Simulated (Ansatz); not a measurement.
Input:

```
CELL_PARAMETERS angstrom
     -0.03943     1.89725     1.86077
      1.85735    -0.06014     1.88148
      1.83103     1.89164    -0.03382
ATOMIC_POSITIONS crystal
  Rh 0.00000 0.00000 0.00000
```

No spin polarisation.

Computed with r2SCAN, PAW, 500 eV (Ansatz, a quantum-chemistry and plane-wave program; no spin-orbit coupling). Settings: 21×21×21 k-points, 0.05 eV Fermi–Dirac smearing.

**Question.** Predict the band gap, pressure and space group.

**Answer.** The band gap is zero and the pressure (mean of the normal stresses, compression positive) is 4.6 GPa. The space group is P-1 (No. 2).

The cells carry an imposed strain or load. Whether these cells are dynamically stable was not tested. All final runs are without spin polarisation. The cell was made from Rh in the fcc (Cu type) structure (space group Fm-3m, No. 225) by this change: strain tensor (xx, yy, zz, yz, xz, xy) = (−1.90, +1.29, −0.63, −1.44, −0.35, −1.73) %.
